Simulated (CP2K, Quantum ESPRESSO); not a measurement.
A CP2K input for a self-consistent single point of Na3Ga (Pm-3m, 4 atoms in the cell) (DFT PBEsol, GPW, DZVP-MOLOPT-SR-GTH basis, GTH-PBE potentials (GTH_POTENTIALS)):

```
&GLOBAL
  PROJECT bulk
  RUN_TYPE ENERGY_FORCE
  PRINT_LEVEL LOW
&END GLOBAL
&FORCE_EVAL
  METHOD Quickstep
  STRESS_TENSOR ANALYTICAL
  &DFT
    BASIS_SET_FILE_NAME BASIS_MOLOPT
    POTENTIAL_FILE_NAME GTH_POTENTIALS
    &QS
      METHOD GPW
      EPS_DEFAULT 1E-10
    &END QS
    &MGRID
      CUTOFF 950
      REL_CUTOFF 50
      NGRIDS 5
    &END MGRID
    &SCF
      SCF_GUESS ATOMIC
      EPS_SCF 1E-6
      MAX_SCF 100
      ADDED_MOS 8
      &DIAGONALIZATION
        ALGORITHM STANDARD
      &END DIAGONALIZATION
      &MIXING
        METHOD BROYDEN_MIXING
        ALPHA 0.2
        NBUFFER 10
        BETA 1
      &END MIXING
      &SMEAR ON
        METHOD FERMI_DIRAC
        ELECTRONIC_TEMPERATURE [K] 1578.21
      &END SMEAR
    &END SCF
    &KPOINTS
      SCHEME MONKHORST-PACK 9 9 9
    &END KPOINTS
    &XC
      &XC_FUNCTIONAL
        &PBE
          PARAMETRIZATION PBESOL
        &END PBE
      &END XC_FUNCTIONAL
    &END XC
    &PRINT
      &MO
        EIGENVALUES T
        OCCUPATION_NUMBERS T
        NDIGITS 8
        FILENAME mo
        &EACH
          QS_SCF 0
        &END EACH
        ADD_LAST NUMERIC
      &END MO
      &MULLIKEN OFF
      &END MULLIKEN
    &END PRINT
  &END DFT
  &SUBSYS
    &CELL
      A 4.94161500 0.00000000 0.00000000
      B 0.00000000 4.94161500 0.00000000
      C 0.00000000 0.00000000 4.94161500
      PERIODIC XYZ
    &END CELL
    &COORD
      Na       2.47080750     0.00000000     2.47080750
      Na       0.00000000     2.47080750     2.47080750
      Na       2.47080750     2.47080750     0.00000000
      Ga       0.00000000     0.00000000     0.00000000
    &END COORD
    &KIND Na
      BASIS_SET DZVP-MOLOPT-SR-GTH
      POTENTIAL GTH-PBE-q9
    &END KIND
    &KIND Ga
      BASIS_SET DZVP-MOLOPT-SR-GTH
      POTENTIAL GTH-PBE-q13
    &END KIND
  &END SUBSYS
  &PRINT
    &FORCES ON
    &END FORCES
    &STRESS_TENSOR ON
    &END STRESS_TENSOR
  &END PRINT
&END FORCE_EVAL
```

Q: Translate this input to Quantum ESPRESSO.

A: This is the input that was run; spellings and numerical settings could be chosen otherwise.

```fortran
&CONTROL
   calculation = 'scf'
   prefix = 'pwscf'
   outdir = './out'
   pseudo_dir = './'
   tprnfor = .true.
   tstress = .true.
/
&SYSTEM
   ibrav = 0
   nat = 4
   ntyp = 2
   ecutwfc = 70
   ecutrho = 560
   occupations = 'smearing'
   smearing = 'fd'
   degauss = 0.0099958
   input_dft = 'pbesol'
/
&ELECTRONS
   conv_thr = 1.0d-10
/
ATOMIC_SPECIES
Na    22.9898  na_pbe_v1.5.uspp.F.UPF
Ga    69.7230  Ga.pbe-dn-kjpaw_psl.1.0.0.UPF
ATOMIC_POSITIONS {crystal}
Na    0.50000000    0.00000000    0.50000000
Na    0.00000000    0.50000000    0.50000000
Na    0.50000000    0.50000000    0.00000000
Ga    0.00000000    0.00000000    0.00000000
K_POINTS {automatic}
9 9 9  0 0 0
CELL_PARAMETERS {angstrom}
   4.94161500     0.00000000     0.00000000
   0.00000000     4.94161500     0.00000000
   0.00000000     0.00000000     4.94161500
```

Basis, cutoffs, solver keys and any potentials are the target program's own. This input uses DFT, PBEsol, plane waves, SSSP 1.1.2 efficiency (PBE) pseudopotentials. Both were run: pressure -0.81 GPa in CP2K and -1.25 in Quantum ESPRESSO.

On Quantum ESPRESSO: the starting cell comes from a database of computed structures (which also holds hypothetical and non-ambient phases and stackings), without a prior relaxation at this level. Its lattice was rescaled by a random factor within 2.5 % of one.

On CP2K: the starting cell comes from a database of computed structures (which also holds hypothetical and non-ambient phases and stackings), without a prior relaxation at this level. Its lattice was rescaled by a random factor within 2.5 % of one. Values carry the incompleteness of an atom-centred basis. The potentials were made for another functional than the one used.
